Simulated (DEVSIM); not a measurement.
Device: Si p-i-n diode, at 400 K.

```tsv
layer (left to right)	material	thickness (μm)	Nd (cm⁻³)	Na (cm⁻³)	τn (s)	τp (s)
1	Si	0.310	-	1.3e19	0.0004	0.0004
2	Si	23.0	1.9e12	-	0.0004	0.0004
3	Si	1.20	1.3e17	-	0.0004	0.0004
```

Left contact: ohmic. Right contact: ohmic. Voltage is applied to the left contact. Recombination: SRH at mid-gap, radiative, Auger. Mobility is μmin + (μ − μmin)/(1 + (N/Nref)^α).

The device is made up for the run: typed textbook-type constants, with dimensions and the other settings drawn at random. Values at 300 K; Nc and Nv go as T^1.5, mobilities as T to minus their exponent, the gap by Varshni's rule with the affinity fixed.

| parameter | Si |
|---|---|
| gap (eV) | 1.124 |
| affinity (eV) | 4.05 |
| permittivity | 11.7 |
| Nc (cm⁻³) | 2.86e19 |
| Nv (cm⁻³) | 3.1e19 |
| μn (cm²/Vs) | 1417 |
| μp (cm²/Vs) | 470 |
| μn,min | 52 |
| μp,min | 45 |
| Nref,n | 9.7e16 |
| Nref,p | 2.2e17 |
| αn | 0.68 |
| αp | 0.72 |
| T exponent of μn | 2.3 |
| T exponent of μp | 2.2 |
| B (cm³/s) | 4.7e-15 |
| Cn (cm⁶/s) | 2.8e-31 |
| Cp (cm⁶/s) | 9.9e-32 |
| Varshni α (eV/K) | 0.000473 |
| Varshni β (K) | 636 |

Model (solved in DEVSIM): 1D drift-diffusion, Boltzmann statistics, complete ionisation; no tunnelling, impact ionisation, image-force lowering or self-heating.

Question: Give the dark forward current.

Answer: 
| V (V) | J (A/cm²) |
|---|---|
| 0.05 | 8.8e-6 |
| 0.10 | 4.1e-5 |
| 0.20 | 0.00068 |
| 0.25 | 0.0028 |
| 0.30 | 0.011 |
| 0.40 | 0.18 |
| 0.45 | 0.67 |
| 0.50 | 2.3 |
| 0.55 | 7.2 |
| 0.65 | 54 |
| 0.70 | 130 |
| 0.75 | 320 |
| 0.85 | 1500 |
| 0.90 | 2700 |
